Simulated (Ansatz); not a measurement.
Hypothetical rock salt GaAs, response to strain

Consider GaAs in the rock salt structure (space group Fm-3m, No. 225; a hypothetical phase, not in the database extracts checked).

```
CELL_PARAMETERS angstrom
      0.00000     2.66475     2.66475
      2.66475     0.00000     2.66475
      2.66475     2.66475     0.00000
ATOMIC_POSITIONS crystal
  As 0.00000 0.00000 0.00000
  Ga 0.50000 0.50000 0.50000
```

Cartesian axes are those of the cell as printed.

Strains are applied to the cell and any free atomic positions relax; under biaxial strain the out-of-plane vector relaxes too.

Level of theory: r2SCAN/PAW in Ansatz (an electronic-structure program), no SOC.

Candidates:
(a) uniaxial strain ε_xx = −1.26 %
(b) isotropic strain −3.98 %
(c) isotropic strain +5.47 %
(d) biaxial strain −0.16 %, plane normal [001], relaxed out of plane
(e) isotropic strain +2.67 %

Notes on the quantities. energy relative to the base: free energy F.

### Question
Order them by energy relative to the base, highest first.

### Answer
(c) isotropic strain +5.47 % (+107 meV/atom), (b) isotropic strain −3.98 % (+80 meV/atom), (e) isotropic strain +2.67 % (+28 meV/atom), (a) uniaxial strain ε_xx = −1.26 % (+1.4 meV/atom), (d) biaxial strain −0.16 %, plane normal [001], relaxed out of plane (0.0 meV/atom)

Without a gap, meshes like the base's 15×15×15 leave anisotropic stresses uncertain by several tenths of a GPa, and small strain energies with them. Stability against distortions was not tested. The final runs are not spin-polarised.
